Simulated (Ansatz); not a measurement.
# InS (Pnnm, No. 58, 8 atoms in the cell; start mp-630528)

All values below come from LDA (Ansatz, a quantum-chemistry and plane-wave program, plane waves, PAW).

Settings: plane-wave cutoff 500 eV, 14×4×10 k mesh (along the axes of the cell as run), gaussian smearing 0.02 eV, scalar-relativistic PAW data made under PBE.

Cell (relaxed at this level):

```cif
data_In4S4
_chemical_formula_sum 'In4 S4'
_space_group_name_H-M_alt 'P 1'
_space_group_IT_number 1
_cell_length_a 3.91816
_cell_length_b 10.60474
_cell_length_c 5.79338
_cell_angle_alpha 90.000
_cell_angle_beta 132.556
_cell_angle_gamma 90.000
loop_
_space_group_symop_operation_xyz
  'x, y, z'
loop_
_atom_site_label
_atom_site_type_symbol
_atom_site_fract_x
_atom_site_fract_y
_atom_site_fract_z
_atom_site_occupancy
In1 In 0.11565 0.12032 0.11565 1
In2 In 0.88435 0.87968 0.88435 1
In3 In 0.88435 0.62032 0.38435 1
In4 In 0.11565 0.37968 0.61565 1
S1 S 0.00464 0.64921 0.00464 1
S2 S 0.99536 0.35079 0.99536 1
S3 S 0.99536 0.14921 0.49536 1
S4 S 0.00464 0.85079 0.50464 1
```

```
Quantity                        Value
--------  ---------------------------
band gap  0.68 eV (on the SCF k mesh)
```

Note: the relaxation could not lower the start's symmetry, so the cell can be a saddle point above a distorted one.

Spin–orbit coupling is not included.

The computed numbers hold no vibrational or temperature effects.

Computing time: about 11 core-minutes (a rough figure).

A start named mp-… is a Materials Project structure, which need not be a measured phase.
